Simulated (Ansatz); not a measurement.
Output of an Ansatz run (abridged):

```
WARN the atoms were moved onto the symmetric positions of the space group found under crystal.symmetry.tolerance 1.0e-5 (fractional …
WARN ansatz: RAYON_NUM_THREADS=1 ignored (pool sized by the plan → 1); use --threads N
Pseudopotentials: kind: paw
Pseudopotential: Zn, paw, valence charge 12
Pseudopotential: O, paw, valence charge 6
Crystal: 12 atoms, lattice volume = 274.679 Å³
Basis set: ecut = 420 eV, 5405 PW (Γ), exchange–correlation on 48×72×240 points (8 copies of the dense FFT grid, shifted against one another)
Bands: 66, of which v1, the nominal top of the filled ones, is band 54 counted from 1 (53 counted from 0)
Symmetry: 4 space group operations
Space group: P21/m (ITA 11), of the structure as read, at distance tolerance 6.5e-5 Å
k-points: 12 of 35
PAW frozen core: Zn, regenerated for the run's functional, and the local potential with it
PAW frozen core: O, regenerated for the run's functional, and the local potential with it
Initial density: superposition of atomic densities (neutral atoms: chi_scale 0, normalization atom), corrected by the library's trained network
Initial wavefunctions: pseudopotential atomic-orbital guess
Eigensolver: davidson
Functional: x = revpbe(κ = 1.245, μ = 0.2195149727645171), c = pbe(β = 0.06672455060314922)
SCF iter   1: F=—  HF=-23336.192004 eV  |F-HF|=—  |Δ(HF+E_count)|=         —  Δρ=6.73e-3  dr2=2.18e-1  ethr=1.77e-3  ⟨swp⟩=8.3  Hψ=3846  notcnv=0  defer=22
all-band conjugate gradients solve this SCF's bands
preconditioner: auto → LDOS
SCF iter   2: F=—  HF=-23336.202799 eV  |F-HF|=—  |Δ(HF+E_count)|=   1.08e-2  S|Δr|=    0.00e0  Δρ=6.06e-3  dr2=8.35e-2  ethr=2.02e-4  ⟨swp⟩=2.5  Hψ=1480  notcnv=0  defer=57
SCF iter   3: F=—  HF=-23336.187651 eV  |F-HF|=—  |Δ(HF+E_count)|=   1.51e-2  S|Δr|=    0.00e0  Δρ=3.11e-3  dr2=4.16e-2  ethr=7.74e-5  ⟨swp⟩=2.0  Hψ=1395  notcnv=0  defer=57
SCF iter   4: F=—  HF=-23336.183768 eV  |F-HF|=—  |Δ(HF+E_count)|=   3.88e-3  S|Δr|=    0.00e0  Δρ=1.65e-3  dr2=1.63e-2  ethr=3.85e-5  ⟨swp⟩=2.5  Hψ=1231  notcnv=0  defer=57
SCF iter   5: F=—  HF=-23336.182758 eV  |F-HF|=—  |Δ(HF+E_count)|=   1.01e-3  S|Δr|=    0.00e0  Δρ=9.69e-4  dr2=3.13e-3  ethr=1.51e-5  ⟨swp⟩=1.4  Hψ=769  notcnv=0  defer=57
SCF iter   6: F=—  HF=-23336.182710 eV  |F-HF|=—  |Δ(HF+E_count)|=   4.77e-5  S|Δr|=    0.00e0  Δρ=5.70e-4  dr2=9.19e-4  ethr=2.90e-6  ⟨swp⟩=2.3  Hψ=1367  notcnv=0  defer=57
SCF iter   7: F=—  HF=-23336.182678 eV  |F-HF|=—  |Δ(HF+E_count)|=   3.23e-5  S|Δr|=    0.00e0  Δρ=4.04e-4  dr2=4.87e-4  ethr=8.51e-7  ⟨swp⟩=2.0  Hψ=1341  notcnv=0  defer=57
SCF iter   8: F=—  HF=-23336.182689 eV  |F-HF|=—  |Δ(HF+E_count)|=   1.11e-5  S|Δr|=    0.00e0  Δρ=1.62e-4  dr2=6.29e-5  ethr=4.51e-7  ⟨swp⟩=2.6  Hψ=1147  notcnv=0  defer=57
SCF iter   9: F=—  HF=-23336.182604 eV  |F-HF|=—  |Δ(HF+E_count)|=   8.45e-5  S|Δr|=    0.00e0  Δρ=5.98e-5  dr2=6.82e-6  ethr=5.82e-8  ⟨swp⟩=2.9  Hψ=1472  notcnv=0  defer=57
SCF iter  10: F=—  HF=-23336.182607 eV  |F-HF|=—  |Δ(HF+E_count)|=   2.51e-6  S|Δr|=    0.00e0  Δρ=3.64e-5  dr2=2.50e-6  ethr=6.31e-9  ⟨swp⟩=2.0  Hψ=1325  notcnv=0  defer=57
SCF iter  11: F=—  HF=-23336.182608 eV  |F-HF|=—  |Δ(HF+E_count)|=   6.09e-7  S|Δr|=    0.00e0  Δρ=1.99e-5  dr2=8.49e-7  ethr=2.31e-9  ⟨swp⟩=2.0  Hψ=1237  notcnv=0  defer=57
SCF iter  12: F=—  HF=-23336.182608 eV  |F-HF|=—  |Δ(HF+E_count)|=   5.61e-7  S|Δr|=    0.00e0  Δρ=8.37e-6  dr2=1.64e-7  ethr=7.87e-10  ⟨swp⟩=2.2  Hψ=1309  notcnv=0  defer=57
SCF iter  13: F=-23336.182608 eV  HF=-23336.182608 eV  |F-HF|=5.15e-8  |Δ(HF+E_count)|=   5.40e-8  S|Δr|=    0.00e0  Δρ=3.51e-6  dr2=2.51e-8  ethr=9.26e-11  ⟨swp⟩=15.2  Hψ=4022  notcnv=0
SCF 1 converged in 13 iterations: F = -23336.182608 eV  dr2 = 2.51e-8
SCF converged after 13 iterations
Stability not checked (fill_not_monotonic)
Free energy (F): -23336.182608 eV
Harris-Foulkes:  -23336.182608 eV  (|F-HF|=5.15e-8)
Internal energy: -23336.176119 eV  (E = F + TS)
E sigma→0 (E₀):  -23336.180986 eV
Entropy (-TS):   -0.006489 eV (-0.541 meV/atom)
Fermi energy:    1.910113 eV
Step filling:    the computed levels leave a gap of 0.0099 eV = 0.1 smearing widths
--- Per-component energies (eV) ---
  E_band       = -519.845647
  E_kinetic    = 1860.850620
  E_local      = -63644.657278  (includes V_loc(G=0)·N_el)
  E_nonlocal   = 3986.708870
  E_hartree    = 30376.760346
  E_xc         = -1271.132703
  E_vxc        = -879.115635  (∫ρ·V_xc dr)
  E_paw        = -11949.381301  (= ΣΔE_a)
  E_vpaw       = -2597.163546  (= ΣTr[D̂ρ^β])
  E_aug_tail   = 0.012539  (compensation charges beyond the density's cutoff)
  E_ewald      = 17305.097053
  E_core_change = -0.434266  (= ΣΔE_core)
  E_smearing   = -0.006489  (= −TS)
  E_closure    = -0.000000  (closes the sum)
  Σ components = -23336.182608   (vs F -23336.182608, Δ=0.00e0)
--- Forces (eV/Å), atoms counted from 1 ---
  atom   1  Zn     0.00000000     1.29090587    -0.92619808
  atom   2  Zn     0.00000000    -1.21080359    -1.60916464
  atom   3  Zn     0.00000000     1.82737855     1.20250996
  atom   4  Zn     0.00000000    -1.82737855    -1.20250996
  atom   5  Zn     0.00000000     1.21080359     1.60916464
  atom   6  Zn     0.00000000    -1.29090587     0.92619808
  atom   7  O      0.00000000    -0.56914338     0.06325792
  atom   8  O      0.00000000     3.05906419    -2.75058521
  atom   9  O      0.00000000     0.12377418    -0.34656835
  atom  10  O      0.00000000    -0.12377418     0.34656835
  atom  11  O      0.00000000    -3.05906419     2.75058521
  atom  12  O      0.00000000     0.56914338    -0.06325792
  max |Σ_I F_I| component: 2.22e-16 eV/Å
--- Stress (GPa, compression-positive) ---
       26.579288       0.000000       0.000000
        0.000000      13.788788     -10.350940
        0.000000     -10.350939      17.181110
  P = ⅓ Tr σ = 19.1831 GPa (191.831 kbar)
  The stress holds the Pulay correction. Without it, at fixed plane waves, as pw.x and ABINIT print it: P = 18.8837 GPa
--- Band table (eV; the first three rows and the last of 12) ---
  k-point 0: bands = ["-18.8607", "-18.1106", "-17.2552", "-16.3916", "-15.5109", "-15.3537", "-6.4218", "-6.3188", "-6.2527", "-6.0029", "-5.8056", "-5.7697", "-5.6276", "-5.6153", "-5.4193", "-5.2486", "-5.2429", "-4.7929", "-4.7814", "-4.5770", [...]
  k-point 1: bands = ["-18.8457", "-18.1115", "-17.2619", "-16.3947", "-15.5110", "-15.3489", "-6.4225", "-6.3777", "-6.3152", "-5.9945", "-5.8448", "-5.7604", "-5.6536", "-5.5970", "-5.4386", "-5.2628", "-5.2159", "-4.7857", "-4.7812", "-4.6109", [...]
  k-point 2: bands = ["-18.8203", "-18.1140", "-17.2725", "-16.3996", "-15.5111", "-15.3412", "-6.5610", "-6.4233", "-6.3163", "-5.9811", "-5.8505", "-5.7939", "-5.7030", "-5.5435", "-5.4732", "-5.3061", "-5.1601", "-4.8018", "-4.7629", "-4.6749", [...]
  k-point 11: bands = ["-17.6673", "-17.2638", "-16.9877", "-16.9660", "-15.9209", "-15.9158", "-6.7943", "-6.7458", "-6.1207", "-5.9372", "-5.5680", "-5.4911", "-5.2427", "-5.1395", "-4.9573", "-4.8458", "-4.7611", "-4.7368", "-4.6186", "-4.4615", [...]
```

The structure:

```
CELL_PARAMETERS angstrom
      3.23341     0.00000     0.00000
      0.00000     5.20148     0.00000
      0.00000     0.00000    16.33190
ATOMIC_POSITIONS crystal
  Zn 0.00000 0.88941 0.34287
  Zn 0.50000 0.40560 0.34697
  Zn 0.00000 0.50298 0.49795
  Zn 0.50000 0.01918 0.50205
  Zn 0.00000 0.11655 0.65303
  Zn 0.50000 0.63275 0.65712
  O  0.00000 0.55090 0.38369
  O  0.50000 0.74411 0.30615
  O  0.00000 0.16447 0.53877
  O  0.50000 0.35768 0.46123
  O  0.00000 0.77804 0.69385
  O  0.50000 0.97126 0.61631
```

Task: Write an input that gives this output.

Result: Other spellings and defaults could give the same log, and not every line can be read from it. The input that was run (DFT, revPBE, plane waves, default PAW files made with PBE):

Ansatz 0.2 input:
```yaml
# ZnO
crystal:
  lattice:
    - [3.233412, 0.000000, 0.000000]
    - [0.000000, 5.201483, 0.000000]
    - [0.000000, 0.000000, 16.331900]
  atoms:
    - { symbol: Zn, position: [0.000000, 0.889406, 0.342869] }
    - { symbol: Zn, position: [0.500000, 0.405604, 0.346965] }
    - { symbol: Zn, position: [0.000000, 0.502978, 0.497952] }
    - { symbol: Zn, position: [0.500000, 0.019177, 0.502048] }
    - { symbol: Zn, position: [0.000000, 0.116551, 0.653029] }
    - { symbol: Zn, position: [0.500000, 0.632750, 0.657125] }
    - { symbol: O, position: [0.000000, 0.550898, 0.383691] }
    - { symbol: O, position: [0.500000, 0.744112, 0.306149] }
    - { symbol: O, position: [0.000000, 0.164471, 0.538768] }
    - { symbol: O, position: [0.500000, 0.357684, 0.461226] }
    - { symbol: O, position: [0.000000, 0.778044, 0.693851] }
    - { symbol: O, position: [0.500000, 0.971257, 0.616309] }
basis:
  ecutwfc: 420.0
kpoints:
  mp_grid: { grid: [7, 5, 1] }
hamiltonian:
  xc: revpbe
  pseudopotentials: { kind: paw }
scf:
  occupations: { method: methfessel_paxton, width: 0.136 }
output:
  forces: true
  eigenvalues: true
  stress: true
```

The starting cell was generated: these elements placed on a structure prototype, without a prior relaxation; it need not be a known phase or ordering of this composition. The slab is cut from that crystal, and its faces are unrelaxed. Spin polarisation is off, though cut faces can carry moments; the slab shows no gap. Forces in this geometry exceed 1 eV/Å.

Ansatz is an electronic-structure program.
